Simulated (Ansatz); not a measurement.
Worked example: self-consistent single point of MgSb (R-3m, 2 atoms in the cell) in Ansatz (an electronic-structure program).

Level of theory: LDA (PW92), PAW files made with PBE (plane waves; Ansatz).

```
CELL_PARAMETERS angstrom
      1.91954     1.10825     4.01831
     -1.91954     1.10825     4.01831
      0.00000    -2.21649     4.01831
ATOMIC_POSITIONS crystal
  Mg 0.00000 0.00000 0.00000
  Sb 0.50000 0.50000 0.50000
```

Reference input (self-consistent single point, DFT, LDA (PW92), plane waves, PAW files made with PBE): kpoints.mp_grid.grid = 12 12 12; hamiltonian.xc = lda; hamiltonian.pseudopotentials = {kind: paw} (the program's default PAW files); scf.occupations.method = gaussian; scf.occupations.width = 0.01 Ry. This run's input differs from it in these lines:

Ansatz 0.2 input:
```diff
@@ -10,3 +10,3 @@
 kpoints:
-  mp_grid: { grid: [12, 12, 12] }
+  mp_grid: { grid: [5, 5, 5] }
 hamiltonian:
```

Output (repeated stretches shortened):

```
SCF iter   1: F=—  HF=-8238.041770 eV  |F-HF|=—  |Δ(HF+E_count)|=         —  Δρ=2.47e-2  dr2=2.44e-1  ethr=3.10e-3  ⟨swp⟩=5.9  Hψ=1831  notcnv=0
all-band conjugate gradients solve this SCF's bands
preconditioner: auto → none
SCF iter   2: F=—  HF=-8237.969174 eV  |F-HF|=—  |Δ(HF+E_count)|=   7.26e-2  Δρ=9.23e-3  dr2=2.91e-2  ethr=9.77e-4  ⟨swp⟩=2.3  Hψ=717  notcnv=0  defer=11
SCF iter   3: F=—  HF=-8237.974027 eV  |F-HF|=—  |Δ(HF+E_count)|=   4.85e-3  Δρ=3.17e-3  dr2=3.04e-3  ethr=1.16e-4  ⟨swp⟩=1.0  Hψ=312  notcnv=0  defer=11
SCF iter   4: F=—  HF=-8237.975451 eV  |F-HF|=—  |Δ(HF+E_count)|=   1.42e-3  Δρ=3.43e-4  dr2=2.64e-5  ethr=1.21e-5  ⟨swp⟩=2.4  Hψ=510  notcnv=0  defer=11
SCF iter   5: F=—  HF=-8237.975470 eV  |F-HF|=—  |Δ(HF+E_count)|=   1.87e-5  Δρ=4.03e-5  dr2=7.26e-7  ethr=1.06e-7  ⟨swp⟩=2.2  Hψ=462  notcnv=0  defer=11
SCF iter   6: F=-8237.975470 eV  HF=-8237.975470 eV  |F-HF|=2.34e-8  |Δ(HF+E_count)|=   4.86e-8  Δρ=8.76e-6  dr2=3.08e-8  ethr=4.00e-10  ⟨swp⟩=8.8  Hψ=1700  notcnv=0
SCF 1 converged in 6 iterations: F = -8237.975470 eV  dr2 = 3.08e-8
Free energy (F): -8237.975470 eV
Internal energy: -8237.967275 eV  (E = F + TS)
E sigma→0 (E₀):  -8237.971373 eV
Entropy (-TS):   -0.008195 eV (-4.097 meV/atom)
Fermi energy:    7.970300 eV
--- Forces (eV/Å), atoms counted from 1 ---
  atom   1  Mg     0.00000000     0.00000000     0.00000000
  atom   2  Sb    -0.00000000     0.00000000     0.00000000
--- Stress (GPa, compression-positive) ---
       -3.416100       0.000000      -0.000000
        0.000000      -3.416100      -0.000000
       -0.000000      -0.000000      -3.076151
  P = ⅓ Tr σ = -3.3028 GPa (-33.028 kbar)
  The stress holds the Pulay correction. Without it, at fixed plane waves, as pw.x and ABINIT print it: P = -3.3168 GPa
```

The run converged in 6 iterations. Against the reference run the free energy falls by 34.5 meV/atom and the pressure goes from -3.15 to -3.30 GPa.

The starting cell comes from a database of computed structures (which also holds hypothetical and non-ambient phases and stackings), without a prior relaxation at this level. With a pressure of about -3 GPa the cell is away from its equilibrium volume at this level. Ansatz's pressure includes its estimate of the finite-basis (Pulay) stress.
